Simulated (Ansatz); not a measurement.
Consider Ag in the fcc (Cu type) structure (space group Fm-3m, No. 225; a = 4.1043 Å; relaxed with 0.1 eV smearing). Axes: x, y, z lie along the cube axes.

All numbers come from Kohn–Sham DFT with the r2SCAN functional, run in Ansatz (an electronic-structure program) with PAW and 500 eV plane waves, spin-orbit coupling left out.

A first run, uniaxial strain ε_xx = −1.43 %, gives secant values C11 ≈ 130 GPa and C12 ≈ 98 GPa from its stress. A second run applies biaxial strain −1.12 %, plane normal [001], relaxed out of plane.

What does linear elasticity predict for −ε⊥/ε∥ in the second run, and what does the run give?

Linear elasticity: 2 C12/C11 = 1.51. The run gives 1.46; any difference comes from nonlinear terms at these strains and numerical noise.

No phonon test of stability was made.
